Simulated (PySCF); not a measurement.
PySCF 2.14.0, B3LYP/def2-svp: Si(Cl)(OH)2(SeH) (O[Si](O)(Cl)[SeH]), 8 atoms. The geometry is a generated start, not checked to be a minimum at this level.

| Item | Result |
|---|---|
| task | energy |
| method | b3lyp |
| basis | def2-svp |
| mol.max_memory | 7000 MB |
| mf.init_guess | minao (default) |
| mf.DIIS | CDIIS (default) |
| mf.diis_space | 8 (default) |
| mf.conv_tol | 1e-09 (default) |
| mf.grids.level | 3 (default) |
| basis functions (reference run) | 111 |
| grid points (reference run) | 116072 |

```xyz
8

O     -1.3823    -1.0697    -0.5348
Si    -0.2835    -0.2197     0.2750
O     -0.4688     1.3445    -0.1088
Cl    -0.6337    -0.5651     2.2127
Se     1.7961    -0.8957    -0.4089
H     -1.4241    -1.0331    -1.4887
H     -0.0251     2.0443     0.3637
H      2.4214     0.3945    -0.3102
```

The reference run uses exact four-centre integrals. Single runs; times are not shown.

Settings tried, all else as in the reference:
- density fitting, auxbasis = def2-universal-jfit
- COSX exchange (sgx_fit, pjs) with fitted J, mf.with_df.grids_level_i = 1, mf.with_df.grids_level_f = 2 (default)
- density fitting
- COSX exchange (sgx_fit, pjs) with fitted J, mf.with_df.grids_level_i = 1, mf.with_df.grids_level_f = 4
- COSX exchange (sgx_fit, pjs) with fitted J, mf.with_df.grids_level_i = 1, mf.with_df.grids_level_f = 3
- density fitting, auxbasis = autoaux
- COSX exchange (sgx_fit, pjs) with fitted J, mf.with_df.grids_level_i = 1, mf.with_df.grids_level_f = 1
- density fitting of J alone, exact K

Task: Sort the settings: which keep to the reference within 0.10 meV/atom in energy, and which don't?

Result: Within it: density fitting, auxbasis = autoaux. At the edge (between 0.75 and 1.33 times the tolerance): density fitting. Outside: COSX exchange (sgx_fit, pjs) with fitted J, mf.with_df.grids_level_i = 1, mf.with_df.grids_level_f = 1; COSX exchange (sgx_fit, pjs) with fitted J, mf.with_df.grids_level_i = 1, mf.with_df.grids_level_f = 4; density fitting of J alone, exact K; COSX exchange (sgx_fit, pjs) with fitted J, mf.with_df.grids_level_i = 1, mf.with_df.grids_level_f = 3; COSX exchange (sgx_fit, pjs) with fitted J, mf.with_df.grids_level_i = 1, mf.with_df.grids_level_f = 2 (default); density fitting, auxbasis = def2-universal-jfit.

```tsv
setting	energy against the reference
density fitting, auxbasis = autoaux	+0.059 meV/atom
density fitting	−0.13 meV/atom
COSX exchange (sgx_fit, pjs) with fitted J, mf.with_df.grids_level_i = 1, mf.with_df.grids_level_f = 1	−0.16 meV/atom
COSX exchange (sgx_fit, pjs) with fitted J, mf.with_df.grids_level_i = 1, mf.with_df.grids_level_f = 4	−0.36 meV/atom
density fitting of J alone, exact K	−0.36 meV/atom
COSX exchange (sgx_fit, pjs) with fitted J, mf.with_df.grids_level_i = 1, mf.with_df.grids_level_f = 3	−0.38 meV/atom
COSX exchange (sgx_fit, pjs) with fitted J, mf.with_df.grids_level_i = 1, mf.with_df.grids_level_f = 2 (default)	−0.41 meV/atom
density fitting, auxbasis = def2-universal-jfit	+18000 meV/atom
```

Total energies are compared; such shifts often cancel in part in energy differences. sgx_fit (COSX, pjs=True) fits J as well, so its difference is the sum of the grid's shift in exchange and the fit's in Coulomb. def2-universal-jfit is made for Coulomb alone and misses functions that exchange needs. Also tried and not ranked: density fitting, auxbasis = def2-universal-jkfit (same energy as a listed run). The tolerance is a choice made for this comparison.
